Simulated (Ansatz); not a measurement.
HfS2: isotropic strain +1.00 %

Consider HfS2 in the CdI2 type structure (space group P-3m1, No. 164; a = 3.5475 Å, c = 5.5768 Å; layered, stacked along the Cartesian z axis).

One thing is altered: an isotropic linear strain of +1.00 %, atoms relaxed at fixed cell.

Method: DFT with PBEsol-D3(BJ), PAW potentials and a 420 eV plane-wave cutoff in Ansatz (a quantum-chemistry and plane-wave program), without spin-orbit coupling. k-mesh 11×11×6 (Γ-centred); smearing 0.05 eV (Fermi–Dirac).

| quantity | base | changed | shift |
|---|---|---|---|
| volume per atom | 20.26 Å³ | 20.87 Å³ | +0.61 Å³ |
| space group | P-3m1 (No. 164) | P-3m1 (No. 164) | – |
| shortest interatomic distance | 4.754 bohr | 4.771 bohr | +0.017 bohr |
| energy relative to the base (free energy F) | 0 meV/atom | +2.9 meV/atom | +2.9 meV/atom |
| pressure (mean of the normal stresses, compression positive) | 0.01 GPa | -1.46 GPa | -1.47 GPa |
| band gap | 0.45 eV | 0.61 eV | +0.16 eV |
| gap character | indirect, Γ → L | indirect, Γ → L | – |
| smallest direct gap | 1.50 eV | 1.63 eV | +0.13 eV |
| mean gap deformation potential ΔEg/Δln V | – | +5.3 eV | – |
| width of the top valence band | 2.39 eV | 2.29 eV | -0.10 eV |
| valence-band top at Γ (three highest levels, from the VBM) | 0.00, -0.29, -0.29 eV | 0.00, -0.28, -0.28 eV | – |
| largest internal atomic displacement | – | 0.028 Å | – |

Final structure:

```
HfS2
1.0
    3.58294     0.00000     0.00000
   -1.79147     3.10292     0.00000
    0.00000     0.00000     5.63262
Hf S
1 2
Direct
  0.00000   0.00000   0.00000
  0.66667   0.33333   0.25698
  0.33333   0.66667   0.74302
```

Spin-orbit coupling, missing from the scalar runs, can matter with Hf. Whether these cells are dynamically stable was not tested.
